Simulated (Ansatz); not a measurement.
Some atoms of an NVE trajectory of composition TiAl, cell Ti24Al24, brought to this temperature after a much hotter stage [in the run: it was liquid; mean temperature 2132 K (target 2160 K); density 3.20 g/cm³; mean pressure -0.6 GPa against a target of 0]; time step 2.0 fs, velocity Verlet. Computed with PBE (plane waves, PAW; Ansatz, a quantum-chemistry and plane-wave program). On the run's last frame a denser k-mesh moved the forces by 0.036 eV/Å rms, the static pressure by 0.02 GPa and the free energy by -4 meV/atom, which is about how far such values are converged.

```csv
atom,mass (u),x y z (Å),v (Å/fs),F (eV/Å)
Ti4,47.867,8.09632 2.34156 8.88409,-0.002403 0.000949 0.009310,0.0803 -0.4049 -1.1386
Ti5,47.867,2.63917 -0.39113 3.73274,0.001098 -0.011871 -0.005887,0.3708 0.0179 0.1589
Ti7,47.867,0.66238 0.45607 -1.23370,-0.000111 0.006575 -0.003097,-1.8356 -0.0053 -0.2160
Ti11,47.867,3.14980 1.06132 8.88964,-0.017303 -0.006691 0.001463,2.3557 0.1341 0.1738
Ti13,47.867,-0.44960 7.55581 7.80940,-0.011177 -0.004997 -0.002826,-1.0396 -0.7738 0.3226
Ti23,47.867,10.36110 7.69928 3.29341,0.001643 0.004599 0.004233,-0.3712 0.9997 -1.2205
```

Give their positions one step later.

x' = x + vΔt + FΔt²/(2m), with 1 eV/(Å·u) = 0.0096485 Å/fs².
```json
[
 {"atom": "Ti4", "x' y' z' (Å)": "8.09155 2.34329 8.90225"},
 {"atom": "Ti5", "x' y' z' (Å)": "2.64151 -0.41487 3.72103"},
 {"atom": "Ti7", "x' y' z' (Å)": "0.66141 0.46922 -1.23999"},
 {"atom": "Ti11", "x' y' z' (Å)": "3.11615 1.04800 8.89264"},
 {"atom": "Ti13", "x' y' z' (Å)": "-0.47238 7.54550 7.80388"},
 {"atom": "Ti23", "x' y' z' (Å)": "10.36423 7.70888 3.30138"}
]
```
